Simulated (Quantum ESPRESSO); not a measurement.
**Converging the plane-wave cutoff: CuO (P2, 4 atoms in the cell)**

```xyz
4
Lattice="1.9969 -2.1600 0.0000 1.9969 2.1600 0.0000 0.0000 0.0000 5.1714" Properties=species:S:1:pos:R:3 pbc="T T T"
Cu     0.9985     1.0800     0.0500
Cu     0.9985    -1.0800     2.5857
O      1.9969     0.0000     1.2928
O      1.9969     0.0000     3.8785
```

Computed with PBEsol, PSlibrary PAW (PBE) pseudopotentials (plane waves; Quantum ESPRESSO).

Base settings: ecutwfc = 55 Ry; ecutrho = 330 Ry; occupations = smearing; smearing = fermi-dirac; degauss = 0.0073499 Ry; input_dft = pbesol; potentials = {Cu: Cu.pbe-dn-kjpaw_psl.1.0.0.UPF, O: O.pbe-n-kjpaw_psl.0.1.UPF}; K_POINTS = automatic 4 4 3 0 0 0; conv_thr = 1e-10 Ry; mixing_beta = 0.7.

Moved along: ecutrho.

The second cell is the first with its lattice scaled by 0.98.

The mesh stays at the base's, so the ladder's end is converged at best in this setting alone.

Only quantities that move along the ladder and can be compared are tabulated.

The count of work is k-points × plane waves × bands × iterations; it is no time. 

The starting cell comes from a database of computed structures (which also holds hypothetical and non-ambient phases and stackings), without a prior relaxation at this level. Its lattice was rescaled by up to half a per cent. One atom was moved a little off its site on purpose. Spin polarisation is off, so a magnetic state, if there is one, cannot be reached. In the base run, with a pressure of about -7 GPa the cell is away from its equilibrium volume at this level. The run gives no clean gap (levels at the Fermi energy touch, overlap or are partly filled at this smearing), which alone does not show that the compound is a metal. Without a gap this mesh is coarse (it stands for a supercell whose shortest vector is 12 Å).

Steps (ecutwfc): 19 Ry; 22 Ry; 25 Ry; 28 Ry; 30 Ry; 33 Ry; 38 Ry; 44 Ry; 50 Ry; 55 Ry; 61 Ry; 66 Ry; 74 Ry; 82 Ry; 96 Ry; 110 Ry; 132 Ry.

What is the coarsest ecutwfc that holds the free energy within 5 meV/atom of the last step, with all finer ones?

74 Ry, at 0.42 of the last step's count of work; the step before is off by 7.0 meV/atom.

What is the coarsest ecutwfc that holds the pressure within 0.2 GPa of the last step, with all finer ones?

82 Ry; the step before is off by 0.26 GPa.

What is the coarsest ecutwfc that holds the energy of the compressed cell less the first within 2 meV/atom of the last step, with all finer ones?

38 Ry, at 0.16 of the last step's count of work; the step before is off by 8.7 meV/atom.

| ecutwfc | free energy less the last step's (meV/atom) | energy of the compressed cell less the first (meV/atom) | pressure (GPa) | largest difference of a force vector from the last step's (eV/Å) | count of work / last |
|---|---|---|---|---|---|
| 19 Ry | 11495.82 | 42.47 | -548.79 | 0.085 | 0.052 |
| 22 Ry | 5268.10 | 17.77 | -303.51 | 0.264 | 0.064 |
| 25 Ry | 2365.65 | -16.16 | -162.40 | 0.124 | 0.083 |
| 28 Ry | 1004.11 | -2.20 | -81.94 | 0.036 | 0.10 |
| 30 Ry | 562.89 | 1.62 | -51.42 | 0.021 | 0.11 |
| 33 Ry | 246.20 | -1.14 | -26.55 | 0.009 | 0.12 |
| 38 Ry | 81.76 | -8.68 | -12.08 | 0.014 | 0.16 |
| 44 Ry | 35.50 | -9.16 | -8.70 | 0.007 | 0.19 |
| 50 Ry | 19.00 | -9.62 | -7.87 | 0.003 | 0.24 |
| 55 Ry | 12.80 | -9.64 | -7.47 | 0.002 | 0.27 |
| 61 Ry | 9.28 | -9.69 | -7.33 | 0.002 | 0.32 |
| 66 Ry | 6.99 | -9.76 | -7.35 | 0.001 | 0.36 |
| 74 Ry | 3.64 | -9.82 | -7.33 | 0.000 | 0.42 |
| 82 Ry | 1.56 | -9.81 | -7.19 | 0.000 | 0.49 |
| 96 Ry | 0.97 | -9.80 | -7.07 | 0.000 | 0.62 |
| 110 Ry | 0.54 | -9.80 | -7.12 | 0.000 | 0.76 |
| 132 Ry | 0.00 | -9.80 | -7.07 | 0.000 | 1.0 |

The energy difference between the two cells stays within 1 meV/atom of the last step's from 44 Ry on, the total only from 96 Ry on: much of the error is common to both cells and cancels.

At the lowest cutoff the pressure lies 542 GPa under the last step's, the usual sign of Pulay stress in an incomplete plane-wave basis.
